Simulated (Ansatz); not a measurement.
Base system: Sb in the fcc (Cu type) structure (space group Fm-3m, No. 225; a = 4.7143 Å; relaxed with 0.1 eV smearing). Axes: x, y, z lie along the cube axes.

All numbers come from Ansatz (an electronic-structure program), PBEsol, PAW, cutoff 420 eV, no SOC.

For the base:

The volume per atom is 26.19 Å³.

One thing is altered: uniaxial stress, 3 GPa compression along x; all other stress components relax to zero.

Task: What happens to the volume per atom?

Result: The volume per atom falls by 0.02 Å³, from 26.19 Å³ to 26.17 Å³.

Task: Estimate the effect on the energy relative to the base.

Result: The energy shrinks by 44 meV/atom.

Load acts through the strain it causes; cell and atoms are relaxed under it. Stability under load was not tested beyond the relaxation. Under uniaxial stress, 3 GPa compression along x the cell changed shape so far that it is another structure. This is not the structure that Sb has at room temperature and ambient pressure.
